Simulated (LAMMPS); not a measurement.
Consider a free-standing liquid film of Cu, 2156 atoms, at 1560 K in molecular dynamics.

Method: classical MD, pair style meam, file library.meam (library.meam-Cu); code LAMMPS.

Problem. Estimate the surface tension, the number density in the middle, the excess potential energy of the surface for this model.

Solution. surface tension: 0.59 ± 0.03 N/m; number density in the middle: 0.0729 Å⁻³; excess potential energy of the surface: 1.2 J/m².

Caution: the potential MEAM library.meam-Cu is a first-neighbour MEAM set with a 4 Å cutoff, used here without a parameter file and away from the static properties it was fitted to.
